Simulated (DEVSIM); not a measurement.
System: illuminated Si n-on-p cell, one wavelength, at 350 K.

| layer (left to right) | material | thickness (μm) | Nd (cm⁻³) | Na (cm⁻³) | τn (s) | τp (s) | absorption coefficient (cm⁻¹) |
|---|---|---|---|---|---|---|---|
| 1 | Si | 0.0670 | 2.7e18 | - | 8.4e-8 | 2.2e-6 | 170 |
| 2 | Si | 74.0 | - | 1e17 | 8.4e-6 | 8.4e-6 | 170 |

Left contact: ohmic, minority hole recombination velocity 2e5 cm/s. Right contact: ohmic, minority electron recombination velocity 6000 cm/s. Voltage is applied to the left contact. Recombination: SRH at mid-gap, radiative, Auger. Gap narrowing is on: ΔEg = 6.92 meV × (l + √(l² + 0.5)), l = ln(N/1.3e17 cm⁻³), shared equally by both band edges. Light enters at the left, 1.9e18 photons cm⁻² s⁻¹, one pass, no reflection. Mobility is constant in doping.

Constants are typed, rounded textbook-type inputs, not results; the design itself was drawn at random and stands for no fabricated device. Values at 300 K; Nc and Nv go as T^1.5, mobilities as T to minus their exponent, the gap by Varshni's rule with the affinity fixed.

| parameter | Si |
|---|---|
| gap (eV) | 1.124 |
| affinity (eV) | 4.05 |
| permittivity | 11.7 |
| Nc (cm⁻³) | 2.86e19 |
| Nv (cm⁻³) | 3.1e19 |
| μn (cm²/Vs) | 1417 |
| μp (cm²/Vs) | 470 |
| T exponent of μn | 2.3 |
| T exponent of μp | 2.2 |
| B (cm³/s) | 4.7e-15 |
| Cn (cm⁶/s) | 2.8e-31 |
| Cp (cm⁶/s) | 9.9e-32 |
| Varshni α (eV/K) | 0.000473 |
| Varshni β (K) | 636 |

Simulated with DEVSIM: 1D drift-diffusion, Boltzmann statistics, complete ionisation; no tunnelling, impact ionisation, image-force lowering or self-heating.

**Question.** Tabulate band edges, carrier densities and field at zero bias, in the dark.

**Answer.** Energies count from the Fermi level of the right contact; mesh points crowd at the junctions.

| x (μm) | Ec (eV) | Ev (eV) | n (cm⁻³) | p (cm⁻³) | field (V/cm) |
|---|---|---|---|---|---|
| 0.000 | 0.078 | -0.990 | 2.7e18 | 220000 | ≈ 0 |
| 0.01971 | 0.078 | -0.990 | 2.7e18 | 220000 | ≈ 0 |
| 0.04259 | 0.078 | -0.990 | 2.7e18 | 220000 | 40 |
| 0.06414 | 0.104 | -0.964 | 1.1e18 | 520000 | 86000 |
| 0.09955 | 0.570 | -0.537 | 2.2e11 | 7.2e11 | 100000 |
| 0.1609 | 0.904 | -0.203 | 3400000 | 4.7e16 | 15000 |
| 0.2887 | 0.927 | -0.180 | 1600000 | 1.0e17 | ≈ 0 |
| 0.6970 | 0.927 | -0.180 | 1600000 | 1.0e17 | ≈ 0 |
| 1.463 | 0.927 | -0.180 | 1600000 | 1.0e17 | ≈ 0 |
| 3.002 | 0.927 | -0.180 | 1600000 | 1.0e17 | ≈ 0 |
| 6.209 | 0.927 | -0.180 | 1600000 | 1.0e17 | ≈ 0 |
| 16.46 | 0.927 | -0.180 | 1600000 | 1.0e17 | ≈ 0 |
| 34.25 | 0.927 | -0.180 | 1600000 | 1.0e17 | ≈ 0 |
| 54.81 | 0.927 | -0.180 | 1600000 | 1.0e17 | ≈ 0 |
| 67.14 | 0.927 | -0.180 | 1600000 | 1.0e17 | ≈ 0 |
| 70.75 | 0.927 | -0.180 | 1600000 | 1.0e17 | ≈ 0 |
| 72.49 | 0.927 | -0.180 | 1600000 | 1.0e17 | ≈ 0 |
| 73.32 | 0.927 | -0.180 | 1600000 | 1.0e17 | ≈ 0 |
| 73.80 | 0.927 | -0.180 | 1600000 | 1.0e17 | ≈ 0 |
| 73.96 | 0.927 | -0.180 | 1600000 | 1.0e17 | ≈ 0 |
| 74.03 | 0.927 | -0.180 | 1600000 | 1.0e17 | ≈ 0 |
| 74.07 | 0.927 | -0.180 | 1600000 | 1.0e17 | ≈ 0 |
